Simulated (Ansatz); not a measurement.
Base system: TaGe2 in the fluorite structure (space group Fm-3m, No. 225; a = 6.230 Å; a hypothetical phase, not in the database extracts checked).

Computed with r2SCAN (Ansatz, a first-principles code; PAW; 500 eV plane waves; spin-orbit coupling left out).

For the base:

```
Quantity                                    Value
-----------------------------  ------------------
Magnetic state                 not spin-polarised
Shortest interatomic distance          5.098 bohr
Largest site moment                       0.00 μB
```

The change: Fe takes the place of Ge on all its sites, then cell and atoms are relaxed.

Problem. What happens to the magnetic state, shortest interatomic distance and largest site moment?

Solution. The magnetic state goes from not spin-polarised to ferrimagnetic; the shortest interatomic distance shrinks by 0.314 bohr, from 5.098 bohr to 4.784 bohr; the largest site moment goes from zero to 2.44 μB.

The magnetic state is the one reached from the starting moments; the real material's order can differ, and small cells can't hold many antiferromagnetic ones. Whether these cells are dynamically stable was not tested. Spin-polarised in the final run: TaFe2; the other runs are not. An odd electron count without spin: TaGe2. TaGe2 has a high density of states at the Fermi level and may be magnetic at this level.
